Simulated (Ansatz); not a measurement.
The parent structure is Ti3Al (space group P6_3/mmc, No. 194; a = 5.747 Å, c = 4.632 Å).

Structures relaxed with r2SCAN (Ansatz, a program for electronic structure), no spin-orbit coupling, earlier PAW set.

Base:

Simulated powder pattern, Cu Kα1, λ = 1.54056 Å (kinematic, ideal powder, no thermal factors, no anomalous dispersion; the 10 strongest lines at most, above 2 %, up to 2θ = 90°):

| 2θ (°) | I/Imax (%) | hkl |
|---|---|---|
| 26.26 | 6.5 | (101) |
| 36.06 | 25 | (200) |
| 38.85 | 27 | (002) |
| 41.14 | 100 | (201) |
| 54.04 | 14 | (202) |
| 64.84 | 15 | (220) |
| 71.90 | 16 | (203) |
| 78.23 | 17 | (222) |
| 79.73 | 12 | (401) |
| 89.29 | 3.0 | (402) |

One thing is altered: B takes the place of Al on all its sites; the structure is relaxed again.

Question: Predict the new powder pattern.

Answer: 
Simulated powder pattern, Cu Kα1, λ = 1.54056 Å (kinematic, ideal powder, no thermal factors, no anomalous dispersion; the 10 strongest lines at most, above 2 %, up to 2θ = 90°):

```tsv
2θ (°)	I/Imax (%)	hkl
28.29	36	(101)
33.31	10	(110)
38.65	26	(200)
42.18	27	(002)
44.25	100	(201)
58.53	13	(202)
69.94	14	(220)
78.56	15	(203)
85.18	15	(222)
86.60	11	(401)
```

The indices refer to each structure's own conventional cell; one index is shown for lines that coincide.

No phonon test of stability was made. As relaxed here, Ti3B is a hypothetical phase, not in the database extracts checked. All final runs are without spin polarisation.
